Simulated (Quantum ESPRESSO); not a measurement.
Checking a run of Quantum ESPRESSO on Mg5Sn (R32, 6 atoms in the cell). The aim is a self-consistent single point with DFT, LDA (PZ), plane waves, GBRV 1.5 ultrasoft (LDA) pseudopotentials.

Input:

```fortran
&CONTROL
    calculation = 'scf'
    prefix = 'scf'
    outdir = './tmp'
    pseudo_dir = './'
    tprnfor = .true.
    tstress = .true.
/
&SYSTEM
    ibrav = 0
    nat = 6
    ntyp = 2
    ecutwfc = 40
    ecutrho = 200
    occupations = 'smearing'
    smearing = 'fermi-dirac'
    degauss = 0.0073499
/
&ELECTRONS
    conv_thr = 1e-10
    mixing_beta = 0.4
/
ATOMIC_SPECIES
Mg    24.3050  sn_lda_v1.4.uspp.F.UPF
Sn   118.7100  mg_lda_v1.4.uspp.F.UPF
ATOMIC_POSITIONS {angstrom}
Mg  0.9133820249    1.5892200622    5.1837370000
Mg  -1.8329959585   -0.0035979942    5.1837370000
Mg  0.9196139337   -1.5856220680    5.1837370000
Mg  0.0000000000    0.0000000000    2.5990583432
Mg  0.0000000000    0.0000000000   12.9521526568
Sn  0.0000000000    0.0000000000    7.7756055000
K_POINTS {automatic}
5 5 5  0 0 0
CELL_PARAMETERS {bohr}
   5.2016788242     3.0031906694     9.7958432321
  -5.2016788242     3.0031906694     9.7958432321
   0.0000000000    -6.0063813388     9.7958432321
```

The program printed (abridged):

```
     Message from routine setup:
     using ibrav=0 with symmetry is DISCOURAGED, use correct ibrav instead
     G-vector sticks info
     --------------------
     sticks:   dense  smooth     PW     G-vecs:    dense   smooth      PW
   [... lines left out ...]

     site n.     atom                  positions (alat units)
         1        Mg     tau(   1) = (   0.1502127   0.2613594   0.8525052  )
         2        Mg     tau(   2) = (  -0.3014502  -0.0005917   0.8525052  )
         3        Mg     tau(   3) = (   0.1512375  -0.2607677   0.8525052  )
         4        Mg     tau(   4) = (   0.0000000   0.0000000   0.4274350  )
         5        Mg     tau(   5) = (   0.0000000   0.0000000   2.1300805  )
         6        Sn     tau(   6) = (   0.0000000   0.0000000   1.2787578  )

     number of k points=    19  Fermi-Dirac smearing, width (Ry)=  0.0073
                       cart. coord. in units 2pi/alat
        k(    1) = (   0.0000000   0.0000000   0.0000000), wk =   0.0160000
        k(    2) = (   0.0000000  -0.2550766   0.0782009), wk =   0.0960000
        k(    3) = (   0.0000000  -0.5101532   0.1564018), wk =   0.0960000
   [... 16 lines left out ...]

     Dense  grid:    43785 G-vectors     FFT dimensions: (  54,  54,  54)

     Smooth grid:    31365 G-vectors     FFT dimensions: (  48,  48,  48)

     Initial potential from superposition of free atoms

     starting charge      74.6996, renormalised to      80.0000
     Self-consistent Calculation

     iteration #  1     ecut=    40.00 Ry     beta= 0.40

     total energy              =    -919.28145256 Ry
     estimated scf accuracy    <       4.70122693 Ry

     iteration #  2     ecut=    40.00 Ry     beta= 0.40

     total energy              =    -919.31639725 Ry
     estimated scf accuracy    <       0.53649921 Ry

     iteration #  3     ecut=    40.00 Ry     beta= 0.40

     total energy              =    -919.50520039 Ry
     estimated scf accuracy    <       0.02665788 Ry

   [... 8 blocks of this kind left out ...]

     iteration # 12     ecut=    40.00 Ry     beta= 0.40

     total energy              =    -919.51881707 Ry
     estimated scf accuracy    <          1.6E-10 Ry

     iteration # 13     ecut=    40.00 Ry     beta= 0.40
     End of self-consistent calculation

     the Fermi energy is    12.0464 ev

!    total energy              =    -919.51881707 Ry
     estimated scf accuracy    <          1.1E-11 Ry
     smearing contrib. (-TS)   =      -0.00648174 Ry
     internal energy E=F+TS    =    -919.51233533 Ry

     convergence has been achieved in  13 iterations

     Forces acting on atoms (cartesian axes, Ry/au):

     atom    1 type  1   force =    -0.00638723    0.00000000    0.00000000
     atom    2 type  1   force =     0.00319361   -0.00553150    0.00000000
     atom    3 type  1   force =     0.00319361    0.00553150    0.00000000
     atom    4 type  1   force =     0.00000000    0.00000000    0.00165652
   [... lines left out ...]

     Total force =     0.011308     Total SCF correction =     0.000002

          total   stress  (Ry/bohr**3)                   (kbar)     P=       59.51
   0.00044959  -0.00000000   0.00000000           66.14       -0.00        0.00
   0.00000000   0.00044959   0.00000000            0.00       66.14        0.00
  -0.00000000  -0.00000000   0.00031450           -0.00       -0.00       46.26

   JOB DONE.
```

### Question
Is this run sound? If not, what is wrong?

### Answer
The run is not sound. The fault is potential files assigned to the wrong elements. Each file describes one element; swapped files give the atoms the wrong cores and charges. To fix it, match the files to the elements. The run converged in 13 iterations without an error; against the sound input the pressure goes from -1.74 to 5.95 GPa and the largest force goes from 0.020 to 0.164 eV/Å.

The sound input it was made from differs as follows (other fixes are possible):
```diff
-Mg    24.3050  sn_lda_v1.4.uspp.F.UPF
-Sn   118.7100  mg_lda_v1.4.uspp.F.UPF
+Mg    24.3050  mg_lda_v1.4.uspp.F.UPF
+Sn   118.7100  sn_lda_v1.4.uspp.F.UPF
-Mg  0.9133820249    1.5892200622    5.1837370000
-Mg  -1.8329959585   -0.0035979942    5.1837370000
-Mg  0.9196139337   -1.5856220680    5.1837370000
-Mg  0.0000000000    0.0000000000    2.5990583432
-Mg  0.0000000000    0.0000000000   12.9521526568
-Sn  0.0000000000    0.0000000000    7.7756055000
+Mg    0.9133820249    1.5892200622    5.1837370000
+Mg   -1.8329959585   -0.0035979942    5.1837370000
+Mg    0.9196139337   -1.5856220680    5.1837370000
+Mg    0.0000000000    0.0000000000    2.5990583432
+Mg    0.0000000000    0.0000000000   12.9521526568
+Sn    0.0000000000    0.0000000000    7.7756055000
```

With that input, the run converged in 11 iterations: free energy E − TS -10670.0491 eV; Fermi level (on the code's own zero) 6.74 eV; pressure -1.74 GPa; largest force (vector length) 0.020 eV/Å (DFT, LDA (PZ), plane waves, GBRV 1.5 ultrasoft (LDA) pseudopotentials).

On the sound input: the starting cell comes from a database of computed structures (which also holds hypothetical and non-ambient phases and stackings), without a prior relaxation at this level.
